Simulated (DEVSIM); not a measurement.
Structure: Pt/SiON/p-Si capacitor, at 250 K.

| layer (left to right) | material | thickness (nm) | Na (cm⁻³) |
|---|---|---|---|
| 1 | SiON | 2.20 | - |
| 2 | Si | 500 | 1.3e18 |

Metal gate on the left, work function 5.6 eV. Fixed charge at the semiconductor interface 0 cm⁻² (in units of +e); no interface traps.

Constants are typed, rounded textbook-type inputs, not results; the design itself was drawn at random and stands for no fabricated device. Values at 300 K; Nc and Nv go as T^1.5, mobilities as T to minus their exponent, the gap by Varshni's rule with the affinity fixed.

```tsv
parameter	SiON	Si
gap (eV)	7	1.124
affinity (eV)	1.4	4.05
permittivity	5.5	11.7
Nc (cm⁻³)	-	2.86e19
Nv (cm⁻³)	-	3.1e19
Varshni α (eV/K)	-	0.000473
Varshni β (K)	-	636
```

Simulated with DEVSIM: 1D Poisson equation in equilibrium, Boltzmann statistics, complete ionisation; no quantum confinement or tunnelling. Metal contacts follow the ideal Schottky-Mott rule: no Fermi-level pinning, no interface dipoles.

Question: Tabulate band edges, carrier densities and field at 1.4 V on the gate.

Answer: Energies count from the Fermi level of the right contact; mesh points crowd at the junctions.

```tsv
x (μm)	Ec (eV)	Ev (eV)	n (cm⁻³)	p (cm⁻³)	field (V/cm)
0.000	2.800	-4.200	< 1e2	< 1e2	1100000
0.0006252	2.869	-4.131	< 1e2	< 1e2	1100000
0.001247	2.937	-4.063	< 1e2	< 1e2	1100000
0.001856	3.004	-3.996	< 1e2	< 1e2	1100000
0.002842	0.423	-0.713	6.4e10	100000	500000
0.004242	0.492	-0.644	2.7e9	2400000	470000
0.006538	0.595	-0.541	2.2e7	3.0e8	430000
0.01260	0.818	-0.318	700	9.2e12	310000
0.02087	1.003	-0.133	< 1e2	5.0e16	140000
0.03624	1.073	-0.064	< 1e2	1.2e18	3400
0.06143	1.074	-0.062	< 1e2	1.3e18	≈ 0
0.1279	1.074	-0.062	< 1e2	1.3e18	≈ 0
0.2262	1.074	-0.062	< 1e2	1.3e18	≈ 0
0.3358	1.074	-0.062	< 1e2	1.3e18	≈ 0
0.4236	1.074	-0.062	< 1e2	1.3e18	≈ 0
0.4569	1.074	-0.062	< 1e2	1.3e18	≈ 0
0.4772	1.074	-0.062	< 1e2	1.3e18	≈ 0
0.4881	1.074	-0.062	< 1e2	1.3e18	≈ 0
0.4961	1.074	-0.062	< 1e2	1.3e18	≈ 0
0.4993	1.074	-0.062	< 1e2	1.3e18	≈ 0
0.5010	1.074	-0.062	< 1e2	1.3e18	≈ 0
0.5022	1.074	-0.062	< 1e2	1.3e18	≈ 0
```
